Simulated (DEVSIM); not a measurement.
Device: Schottky contact on n-type β-Ga2O3, at 300 K.

Layer 1 from the left is β-Ga2O3, thickness (μm) 10.0, Nd (cm⁻³) 1.9e16, τn (s) 1.4e-9, τp (s) 1.4e-9.

Left contact: Schottky, work function 4.86 eV, emission velocity 4.3e6 cm/s. Right contact: ohmic. Voltage is applied to the left contact. Recombination: SRH at mid-gap. Mobility is μmin + (μ − μmin)/(1 + (N/Nref)^α).

The device is made up for the run: typed textbook-type constants, with dimensions and the other settings drawn at random. Values at 300 K.

β-Ga2O3: gap (eV) 4.8, affinity (eV) 4, permittivity 10, Nc (cm⁻³) 3.7e18, Nv (cm⁻³) 5e20, μn (cm²/Vs) 160, μp (cm²/Vs) 1, μn,min 20, μp,min 0.1, Nref,n 1e18, Nref,p 1e18, αn 0.8, αp 0.8.

Question: Estimate by hand the built-in potential, the peak field at zero bias, the capacitance at -3 V, and compare with a numerical solution.

Answer: 
- Built-in potential: barrier φB = 0.860 eV; Vbi = φB − kT/q ln(N_band/N) = 0.724 V; numerical 0.724 V.
- Peak field at zero bias: depletion approximation: W = √(2εVbi/(qN)) = 0.205 μm with N = 1.90e16 cm⁻³; field = 2Vbi/W = 70500 V/cm; numerical 69100 V/cm (estimate above by 2.1 %).
- Capacitance at -3 V: C = √(qεN / 2(Vbi + |V|)) = 19.0 nF/cm²; numerical 19.1 nF/cm².

Model (solved in DEVSIM): 1D drift-diffusion, Boltzmann statistics, complete ionisation; no tunnelling, impact ionisation, image-force lowering or self-heating. Metal contacts follow the ideal Schottky-Mott rule: no Fermi-level pinning, no interface dipoles.
